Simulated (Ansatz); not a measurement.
The starting structures come from a database of crystals and need not be the phases stable at ambient conditions.

Inside the gap of an insulator the Bloch states are evanescent, with a wavenumber k + iκ along the transport direction.

Here is the system:

```yaml
crystal:
  lattice:
    - [4.76599, 0.00000, 0.00000]
    - [0.00000, 4.76599, 0.00000]
    - [0.00000, 0.00000, 4.76599]
  atoms:
    - { symbol: Si, position: [0.83524, 0.66476, 0.66476] }
    - { symbol: Si, position: [0.66476, 0.33524, 0.16476] }
    - { symbol: Si, position: [0.33524, 0.83524, 0.33524] }
    - { symbol: Si, position: [0.16476, 0.16476, 0.83524] }
    - { symbol: Os, position: [0.12283, 0.37717, 0.37717] }
    - { symbol: Os, position: [0.37717, 0.62283, 0.87717] }
    - { symbol: Os, position: [0.62283, 0.12283, 0.62283] }
    - { symbol: Os, position: [0.87717, 0.87717, 0.12283] }
```

Space group of this cell: P2_13. The cell is taken as given; by r2SCAN its mean pressure is -1.1 GPa.

Transport runs along the normal of the first two printed cell vectors, the (001) plane of the conventional cell.

The gap is the functional's own, uncorrected, and κ follows it; spin-orbit coupling is left out. Mid-gap values are interpolated between the computed energies.

Question: Compute, with r2SCAN in Ansatz (a program for electronic structure), the band gap and the smallest decay constant κ at mid-gap.

Answer: Gap 0.66 eV on a 6×6×6 mesh; κ = 0.186 1/Å, at the zone centre.
